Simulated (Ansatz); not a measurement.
Take HfO2 (space group P2_1/c, No. 14; a = 5.096 Å, b = 5.178 Å, c = 5.272 Å, α = γ = 90.00°, β = 99.62°) as the base.

Level of theory: PBEsol/PAW in Ansatz (an electronic-structure program), scalar-relativistic without spin-orbit coupling, earlier PAW set.

One change was made to it. Results:

```json
[
 {"quantity": "band gap", "base": "3.97 eV", "after": "4.67 eV"},
 {"quantity": "smallest direct gap", "base": "4.07 eV", "after": "4.73 eV"},
 {"quantity": "gap character", "base": "indirect, Γ → Y₂", "after": "indirect, C₂–Y₂ (80 % along) → Γ"},
 {"quantity": "density", "base": "10.19 g/cm³", "after": "11.59 g/cm³"}
]
```

Problem. Name the change that was made.
A. pressure 22.5 GPa
B. pressure 0.9 GPa
C. pressure 9 GPa
D. pressure 4.5 GPa

Solution. A, pressure 22.5 GPa. For comparison, the band gap in the other runs: pressure 4.5 GPa gives 4.10 eV; pressure 9 GPa gives 4.36 eV; pressure 0.9 GPa gives 3.98 eV.

Spin-orbit coupling, missing from the scalar runs, can matter with Hf. Load acts through the strain it causes; cell and atoms are relaxed under it. Whether these cells are dynamically stable was not tested. No other phases were tried under pressure.
